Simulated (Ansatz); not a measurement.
**K2S: pressure series**

Consider K2S in the anti-fluorite structure (space group Fm-3m, No. 225).

```xyz
3
Lattice="0.0000 3.6680 3.6680 3.6680 0.0000 3.6680 3.6680 3.6680 0.0000" Properties=species:S:1:pos:R:3 pbc="T T T"
K      1.8340     1.8340     1.8340
K      5.5020     5.5020     5.5020
S      0.0000     0.0000     0.0000
```

Cell and atoms are relaxed at each pressure.

Computed with PBEsol (Ansatz, a program for electronic structure; PAW; 420 eV plane waves; no spin-orbit coupling).

Candidates:
(a) pressure 7.5 GPa
(b) pressure −1 GPa
(c) pressure 5 GPa
(d) pressure 10 GPa
(e) pressure 3 GPa

For the base:

The band gap is 2.35 eV.

Problem. Order them by band gap, highest first.

Solution. (d) pressure 10 GPa (3.01 eV), (a) pressure 7.5 GPa (2.90 eV), (c) pressure 5 GPa (2.76 eV), (e) pressure 3 GPa (2.63 eV), (b) pressure −1 GPa (2.21 eV)

Load acts through the strain it causes; cell and atoms are relaxed under it. Whether these cells are dynamically stable was not tested. Competing high-pressure phases were not computed.
